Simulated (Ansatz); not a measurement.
Start from Cs in the bcc (W type) structure (space group Im-3m, No. 229; a = 6.2752 Å; relaxed with 0.1 eV smearing). Axes: x, y, z lie along the cube axes.

All numbers come from Ansatz (an electronic-structure program), r2SCAN, PAW, cutoff 500 eV, spin-orbit coupling left out.

For the base:

The volume per atom is 123.55 Å³ and the pressure comes out as 0.0 GPa.

Now apply this change: biaxial strain −2.37 %, plane normal [001], relaxed out of plane (Cartesian); in-plane vectors clamped, the third vector and the atoms free.

Problem. Predict the new volume per atom and pressure.

Solution. The volume per atom decreases by 1.26 Å³ (123.55 Å³ → 122.29 Å³); the pressure (mean of the normal stresses, compression positive) stays 0.0 GPa.

Whether these cells are dynamically stable was not tested. All final runs are without spin polarisation.
